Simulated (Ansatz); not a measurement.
A computed series for CaO: pressure series

Take CaO in the rock salt structure (space group Fm-3m, No. 225) as the base.

CaO is taken in the cubic space group Fm-3m (No. 225), the rock salt structure, Pearson symbol cF8. Cell: a = 4.7671 Å, b = 4.7671 Å, c = 4.7671 Å, α = 90.00°, β = 90.00°, γ = 90.00°. Ca on 4a has 6 O at 2.384 Å (octahedral). O on 4b is coordinated by 6 Ca at 2.384 Å (octahedral). (Neighbours: up to the widest gap in distance over summed covalent radii, below 1.35, at either atom; cation-cation and far metal-metal contacts left out.)
(The calculation used a cell of 2 atoms; values per cell refer to that cell.)

Cell and atoms are relaxed at each pressure.

The values are results of PBEsol/PAW in Ansatz (a first-principles code), no spin-orbit coupling, not measurements.

Two rows of this table had their results exchanged by mistake.

```csv
pressure,volume per atom (Å³),shortest distance (Å),band gap
pressure −2 GPa,13.79,2.398,3.55 eV
pressure −1 GPa,13.66,2.391,3.55 eV
pressure 0.3 GPa,13.51,2.382,3.54 eV
pressure 0.7 GPa,13.46,2.379,3.54 eV
pressure 1.5 GPa,13.37,2.374,3.54 eV
pressure 3 GPa,13.21,2.364,3.53 eV
pressure 5 GPa,12.58,2.326,3.49 eV
pressure 7.5 GPa,12.79,2.338,3.51 eV
pressure 10 GPa,13.01,2.352,3.52 eV
```

Problem. Which two?

Solution. The rows for pressure 5 GPa and pressure 10 GPa: the volume has to fall steadily with pressure, so 13.01 Å³ belongs to pressure 5 GPa and 12.58 Å³ to pressure 10 GPa.

Load acts through the strain it causes; cell and atoms are relaxed under it. Whether these cells are dynamically stable was not tested. Competing high-pressure phases were not computed.
